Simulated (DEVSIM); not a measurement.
Device: Schottky contact on n-type Si, at 300 K.

Layer 1 from the left is Si, thickness (μm) 0.570, Nd (cm⁻³) 3.8e15, τn (s) 4.3e-7, τp (s) 4.3e-7.

Left contact: Schottky, work function 5.07 eV, emission velocity 3.9e6 cm/s. Right contact: ohmic. Voltage is applied to the left contact. Recombination: SRH at mid-gap, radiative. Mobility is constant in doping.

This is a model device: material constants are rounded textbook-type values typed into the input, and sizes, dopings and lifetimes were drawn at random. Values at 300 K.

Si: gap (eV) 1.124, affinity (eV) 4.05, permittivity 11.7, Nc (cm⁻³) 2.86e19, Nv (cm⁻³) 3.1e19, μn (cm²/Vs) 1417, μp (cm²/Vs) 470, B (cm³/s) 4.7e-15.

DEVSIM, 1D drift-diffusion, Boltzmann statistics, complete ionisation; no tunnelling, impact ionisation, image-force lowering or self-heating. Metal contacts follow the ideal Schottky-Mott rule: no Fermi-level pinning, no interface dipoles.

Dark forward current:

```tsv
|V| (V)	|J| (A/cm²)
0.05	4.988e-8
0.10	2.932e-7
0.15	1.643e-6
0.20	9.574e-6
0.25	5.757e-5
0.30	0.0003523
0.35	0.002177
0.40	0.01351
0.45	0.08391
0.50	0.5194
0.55	3.170
0.60	18.50
0.65	95.86
0.70	408.5
0.75	1423
0.80	3996
```

Task: Work out the local ideality factor n = ΔV / (kT/q · ln(J2/J1)) between the rows 0.15 and 0.20 V, 0.40 and 0.45 V, 0.75 and 0.80 V.

Result: kT/q = 25.85 mV. From 0.15 to 0.20 V: ln(9.574e-6/1.643e-6) = 1.763, n = 1.10, near the 1 of diffusion or emission over a barrier. From 0.40 to 0.45 V: ln(0.08391/0.01351) = 1.826, n = 1.06, near the 1 of diffusion or emission over a barrier. From 0.75 to 0.80 V: ln(3996/1423) = 1.033, n = 1.87.

Task: Estimate the current at 0.40 V for emission alone, J0 = q v N_band exp(−φB/kT), and read the barrier back from the simulated current.

Result: φB = 1.020 eV, N_band = 2.86e19 cm⁻³, J0 = 1.30e-10 A/cm²; J = J0 (exp(qV/kT) − 1) = 0.000685 A/cm². The simulation gives 0.0135 A/cm²; the estimate lies 95 % below. Read backwards, the simulated current gives an apparent barrier of 0.943 eV. The estimate leaves out transport through the depletion region and minority injection.
